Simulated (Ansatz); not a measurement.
**HfO2 under a change: pressure 0.7 GPa**

Consider HfO₂ (space group Pca2_1, No. 29; a = 5.247 Å, b = 5.030 Å, c = 5.059 Å).

Perturbation: cell and atoms relaxed at a pressure of 0.7 GPa.

Method: DFT with r2SCAN, PAW potentials and a 500 eV plane-wave cutoff in Ansatz (an electronic-structure program), scalar-relativistic without spin-orbit coupling. Settings: 5×5×5 k-points, 0.05 eV Fermi–Dirac smearing.

| quantity | base | changed | shift |
|---|---|---|---|
| volume per atom | 11.13 Å³ | 11.09 Å³ | -0.033 Å³ |
| density | 10.47 g/cm³ | 10.50 g/cm³ | +0.03 g/cm³ |
| shortest interatomic distance | 2.032 Å | 2.030 Å | -0.0013 Å |
| enthalpy H = E + PV relative to the base's energy | – | +0.05 eV/atom | – |
| band gap | 4.97 eV | 4.98 eV | +0.01 eV |
| gap character | indirect, Γ → k = (0.200, 0.400, 0.400) in the run's primitive reciprocal basis | indirect, Γ → k = (0.200, 0.400, 0.400) in the run's primitive reciprocal basis | – |
| width of the top valence band | 0.83 eV | 0.83 eV | 0.00 eV |
| valence-band top at Γ (three highest levels, from the VBM) | 0.00, -0.06, -0.18 eV | 0.00, -0.06, -0.18 eV | – |

Final structure:

```
CELL_PARAMETERS angstrom
      5.24126     0.00000     0.00000
      0.00000     5.02593     0.00000
      0.00000     0.00000     5.05415
ATOMIC_POSITIONS crystal
  Hf 0.03250 0.26713 0.24835
  Hf 0.96750 0.73287 0.74835
  Hf 0.53250 0.73287 0.24835
  Hf 0.46750 0.26713 0.74835
  O  0.36734 0.07044 0.10925
  O  0.63266 0.92956 0.60925
  O  0.86734 0.92956 0.10925
  O  0.13266 0.07044 0.60925
  O  0.23260 0.53926 0.99840
  O  0.76740 0.46074 0.49840
  O  0.73260 0.46074 0.99840
  O  0.26740 0.53926 0.49840
```

Spin-orbit coupling, missing from the scalar runs, can matter with Hf. Load acts through the strain it causes; cell and atoms are relaxed under it. Stability against distortions was not tested. This is not the structure that HfO2 has at room temperature and ambient pressure.
